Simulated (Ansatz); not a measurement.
How far to go with the k-point mesh: TaTi (Cmm2, 2 atoms in the cell)

```yaml
crystal:
  lattice:
    - [1.62471, -2.28601, 0.00000]
    - [1.62471, 2.28601, 0.00000]
    - [0.00000, 0.00000, 4.66071]
  atoms:
    - { symbol: Ti, position: [0.50000, 0.50000, 0.51073] }
    - { symbol: Ta, position: [0.00000, 0.00000, 0.00000] }
```

Method of the run: LDA (PW92), default PAW files made with PBE (plane waves; Ansatz, a first-principles code).

Base settings: basis.ecutwfc = 30.9 Ry; kpoints.mp_grid.grid = 12 12 7; hamiltonian.xc = lda; hamiltonian.pseudopotentials = {kind: paw} (the program's default PAW files); scf.occupations.method = fermi_dirac; scf.occupations.width = 0.0073 Ry.

The second cell is the first with its lattice scaled by 0.98.

Only quantities that move along the ladder and can be compared are tabulated.

The count of work is k-points × plane waves × bands × iterations; it is no time. Core times come from one kind of shared machine, to one figure; runs under 30 s give none.

The starting cell comes from a database of computed structures (which also holds hypothetical and non-ambient phases and stackings), without a prior relaxation at this level. Its lattice was rescaled by up to half a per cent. One atom was moved a little off its site on purpose. Spin polarisation is off. In the base run, with a pressure of about -7 GPa the cell is away from its equilibrium volume at this level. Ansatz's pressure includes its estimate of the finite-basis (Pulay) stress.

| kpoints.mp_grid.grid | free energy less the last step's (meV/atom) | energy of the compressed cell less the first (meV/atom) | pressure (GPa) | largest difference of a force vector from the last step's (eV/Å) | count of work / last | core time / last (rough) |
|---|---|---|---|---|---|---|
| 2 2 1 | -1150.35 | -143.27 | -25.96 | 0.390 | 0.00059 | – |
| 2 2 2 | -916.86 | -160.26 | -28.19 | 0.158 | 0.0010 | – |
| 3 3 2 | -115.39 | -48.65 | -11.46 | 0.066 | 0.0016 | – |
| 4 4 2 | -37.99 | -9.59 | -6.41 | 0.026 | 0.0028 | – |
| 4 4 3 | -38.07 | -6.59 | -5.98 | 0.100 | 0.0028 | – |
| 5 5 3 | -18.36 | -14.10 | -6.91 | 0.067 | 0.0036 | – |
| 6 6 4 | 20.78 | -14.16 | -6.69 | 0.009 | 0.0077 | – |
| 7 7 4 | 11.09 | -12.14 | -6.52 | 0.049 | 0.0095 | – |
| 8 8 5 | -3.38 | -15.87 | -7.09 | 0.000 | 0.012 | – |
| 9 9 5 | -2.00 | -16.96 | -7.20 | 0.008 | 0.013 | – |
| 10 10 6 | 1.00 | -14.20 | -6.79 | 0.006 | 0.025 | – |
| 11 11 6 | -0.58 | -14.19 | -6.87 | 0.002 | 0.029 | – |
| 12 12 7 | 0.18 | -15.02 | -6.94 | 0.002 | 0.034 | – |
| 13 13 8 | 0.75 | -14.93 | -6.90 | 0.001 | 0.048 | – |
| 14 14 8 | -0.06 | -14.48 | -6.88 | 0.002 | 0.056 | – |
| 16 16 9 | 0.04 | -14.99 | -6.93 | 0.000 | 0.072 | – |
| 18 18 10 | -0.06 | -14.71 | -6.91 | 0.000 | 0.11 | – |
| 20 20 11 | 0.10 | -14.75 | -6.90 | 0.000 | 0.13 | – |
| 22 22 13 | -0.02 | -14.81 | -6.92 | 0.000 | 0.18 | – |
| 24 24 14 | 0.00 | -14.71 | -6.90 | 0.000 | 0.25 | 0.3 |
| 27 27 15 | 0.01 | -14.75 | -6.91 | 0.000 | 0.31 | 0.5 |
| 30 30 17 | 0.00 | -14.76 | -6.91 | 0.000 | 0.43 | 0.5 |
| 33 33 19 | 0.00 | -14.77 | -6.91 | 0.000 | 0.57 | 0.9 |
| 36 36 21 | 0.00 | -14.76 | -6.91 | 0.000 | 0.75 | 1 |
| 40 40 23 | 0.00 | -14.76 | -6.91 | 0.000 | 1.0 | 1 |

Coarsest kpoints.mp_grid.grid that holds the pressure within 0.2 GPa of the last step, with all finer ones: 10 10 6, at 0.025 of the last step's count of work; the step before is off by 0.29 GPa.

Coarsest kpoints.mp_grid.grid that holds the energy of the compressed cell less the first within 0.2 meV/atom of the last step, with all finer ones: 18 18 10, at 0.11 of the last step's count of work; the step before is off by 0.22 meV/atom.

Coarsest kpoints.mp_grid.grid that holds the free energy within 5 meV/atom of the last step, with all finer ones: 8 8 5, at 0.012 of the last step's count of work; the step before is off by 11 meV/atom.

Two neighbours can agree and both be off: 4 4 2 and 4 4 3 differ by 0.09 meV/atom in the free energy, yet lie about 38 meV/atom from the last step.

Keys are those of Ansatz 0.2.
